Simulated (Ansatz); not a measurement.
# A self-consistent single point of CuGaSe₂ (I-42d, 8 atoms in the cell) with Ansatz

Method: PBE (plane waves, PAW; Ansatz, a quantum-chemistry and plane-wave program).

Input as run:

Ansatz 0.2 input:
```yaml
# CuGaSe2
crystal:
  lattice:
    - [-2.79097500, 2.79097500, 5.48245000]
    - [2.79097500, -2.79097500, 5.48245000]
    - [2.79097500, 2.79097500, -5.48245000]
  atoms:
    - { symbol: Ga, position_ang: [0.00000000, 0.00000000, 5.48245000] }
    - { symbol: Ga, position_ang: [2.79097500, 0.00000000, 2.74122500] }
    - { symbol: Cu, position_ang: [0.00000000, 0.00000000, 0.00000000] }
    - { symbol: Cu, position_ang: [-0.00000000, 2.79097500, 2.74122500] }
    - { symbol: Se, position_ang: [1.39548750, 1.39548750, 6.85306250] }
    - { symbol: Se, position_ang: [1.39548750, -1.39548750, 4.11183750] }
    - { symbol: Se, position_ang: [1.39548750, 1.39548750, 1.37061250] }
    - { symbol: Se, position_ang: [-1.39548750, 1.39548750, 4.11183750] }
basis:
  ecutwfc: 420.0
kpoints:
  mp_grid: { grid: [4, 4, 4] }
hamiltonian:
  xc: pbe
  pseudopotentials: { kind: paw }
scf:
  occupations: { method: fermi_dirac, width: 0.01 }
output:
  forces: true
  eigenvalues: true
  stress: true
```

Output, abridged:

```
WARN ansatz: RAYON_NUM_THREADS=1 ignored (pool sized by the plan → 1); use --threads N
Pseudopotentials: kind: paw
Pseudopotential: Ga, paw, valence charge 13
Pseudopotential: Cu, paw, valence charge 19
Pseudopotential: Se, paw, valence charge 16
Crystal: 8 atoms, lattice volume = 170.823 Å³
Basis set: ecut = 420 eV, 3347 PW (Γ), exchange–correlation on 96×96×96 points (8 copies of the dense FFT grid, shifted against one another)
Bands: 77, of which v1, the nominal top of the filled ones, is band 64 counted from 1 (63 counted from 0)
Symmetry: 8 space group operations
Space group: I-42d (ITA 122), of the structure as read, at distance tolerance 5.5e-5 Å
k-points: 13 of 64 (time reversal used)
Initial density: superposition of atomic densities (neutral atoms: chi_scale 0, normalization atom), corrected by the library's trained network
Initial wavefunctions: pseudopotential atomic-orbital guess
Eigensolver: davidson
Functional: x = pbe(κ = 0.804, μ = 0.2195149727645171), c = pbe(β = 0.06672455060314922)
SCF iter   1: F=—  HF=-42696.363862 eV  |F-HF|=—  |Δ(HF+E_count)|=         —  Δρ=6.31e-4  dr2=7.57e-4  ethr=1.77e-3  ⟨swp⟩=6.0  Hψ=3535  notcnv=0
all-band conjugate gradients solve this SCF's bands
preconditioner: auto → Resta (q_TF=auto, 2.600 Å⁻¹)
SCF iter   2: F=—  HF=-42696.364653 eV  |F-HF|=—  |Δ(HF+E_count)|=   7.92e-4  Δρ=3.87e-4  dr2=2.06e-4  ethr=5.91e-7  ⟨swp⟩=3.1  Hψ=2358  notcnv=0  defer=79
SCF iter   3: F=—  HF=-42696.364728 eV  |F-HF|=—  |Δ(HF+E_count)|=   7.52e-5  Δρ=3.22e-4  dr2=1.22e-4  ethr=1.61e-7  ⟨swp⟩=2.0  Hψ=1429  notcnv=0  defer=79
SCF iter   4: F=—  HF=-42696.364736 eV  |F-HF|=—  |Δ(HF+E_count)|=   7.12e-6  Δρ=1.95e-4  dr2=4.16e-5  ethr=9.54e-8  ⟨swp⟩=2.0  Hψ=1749  notcnv=0  defer=79
SCF iter   5: F=—  HF=-42696.364680 eV  |F-HF|=—  |Δ(HF+E_count)|=   5.54e-5  Δρ=4.36e-5  dr2=2.71e-6  ethr=3.25e-8  ⟨swp⟩=2.0  Hψ=1109  notcnv=0  defer=79
SCF iter   6: F=—  HF=-42696.364682 eV  |F-HF|=—  |Δ(HF+E_count)|=   2.06e-6  Δρ=1.80e-5  dr2=6.13e-7  ethr=2.12e-9  ⟨swp⟩=2.0  Hψ=1225  notcnv=0  defer=79
SCF iter   7: F=-42696.364683 eV  HF=-42696.364683 eV  |F-HF|=3.20e-8  |Δ(HF+E_count)|=   8.60e-7  Δρ=5.79e-6  dr2=8.15e-8  ethr=7.81e-11  ⟨swp⟩=7.7  Hψ=4886  notcnv=0
SCF 1 converged in 7 iterations: F = -42696.364683 eV  dr2 = 8.15e-8
SCF converged after 7 iterations
Free energy (F): -42696.364683 eV
Harris-Foulkes:  -42696.364683 eV  (|F-HF|=3.20e-8)
Internal energy: -42696.364683 eV  (E = F + TS)
E sigma→0 (E₀):  -42696.364683 eV
Fermi energy:    9.263050 eV
--- Per-component energies (eV) ---
  E_band       = -2588.605834
  E_kinetic    = 1309.939546
  E_local      = -24755.182849  (includes V_loc(G=0)·N_el)
  E_nonlocal   = -733.409442
  E_hartree    = 11605.395487
  E_xc         = -733.169192
  E_vxc        = -738.763661  (∫ρ·V_xc dr)
  E_paw        = -14966.296056  (= ΣΔE_a)
  E_vpaw       = -881.957124  (= ΣTr[D̂ρ^β])
  E_aug_tail   = -0.001999  (compensation charges beyond the density's cutoff)
  E_ewald      = -14423.640179
  E_smearing   = -0.000000  (= −TS)
  E_closure    = 0.000000  (closes the sum)
  Σ components = -42696.364683   (vs F -42696.364683, Δ=0.00e0)
--- Forces (eV/Å), atoms counted from 1 ---
  atom   1  Ga    -0.00000000     0.00000000    -0.00000000
  atom   2  Ga     0.00000000     0.00000000    -0.00000000
  atom   3  Cu     0.00000000     0.00000000    -0.00000000
  atom   4  Cu    -0.00000000     0.00000000    -0.00000000
  atom   5  Se     0.38854562     0.00000000    -0.00000000
  atom   6  Se    -0.00000000    -0.38854562     0.00000000
  atom   7  Se    -0.38854562     0.00000000     0.00000000
  atom   8  Se    -0.00000000     0.38854562     0.00000000
  max |Σ_I F_I| component: 5.55e-17 eV/Å
--- Stress (GPa, compression-positive) ---
        4.200590       0.000000      -0.000000
        0.000000       4.200590       0.000000
       -0.000000       0.000000       4.329566
  P = ⅓ Tr σ = 4.2436 GPa (42.436 kbar)
  The stress holds the Pulay correction. Without it, at fixed plane waves, as pw.x and ABINIT print it: P = 4.2033 GPa
--- Band table (eV; the first three rows and the last of 13) ---
  k-point 0: bands = ["-102.6499", "-102.6498", "-60.0654", "-60.0653", "-60.0426", "-60.0426", "-60.0425", "-60.0425", "-38.9818", "-38.9817", "-38.9817", "-38.9817", "-38.9801", "-38.9799", "-38.9797", "-38.9797", "-38.9238", "-38.9236", [...]
  k-point 1: bands = ["-102.6499", "-102.6498", "-60.0654", "-60.0653", "-60.0426", "-60.0426", "-60.0425", "-60.0425", "-38.9818", "-38.9818", "-38.9817", "-38.9817", "-38.9800", "-38.9799", "-38.9797", "-38.9797", "-38.9237", "-38.9236", [...]
  k-point 2: bands = ["-102.6499", "-102.6499", "-60.0653", "-60.0653", "-60.0426", "-60.0426", "-60.0426", "-60.0426", "-38.9818", "-38.9818", "-38.9817", "-38.9817", "-38.9799", "-38.9799", "-38.9798", "-38.9798", "-38.9236", "-38.9236", [...]
  k-point 12: bands = ["-102.6499", "-102.6499", "-60.0653", "-60.0653", "-60.0426", "-60.0426", "-60.0425", "-60.0425", "-38.9818", "-38.9818", "-38.9817", "-38.9817", "-38.9800", "-38.9800", "-38.9797", "-38.9797", "-38.9237", "-38.9237", [...]
```

The run converged in 7 iterations.

The starting cell has typed, rounded lattice constants, without a prior relaxation at this level. Its lattice was rescaled by up to half a per cent. With a pressure of about 4 GPa the cell is away from its equilibrium volume at this level. Ansatz's pressure includes its estimate of the finite-basis (Pulay) stress.
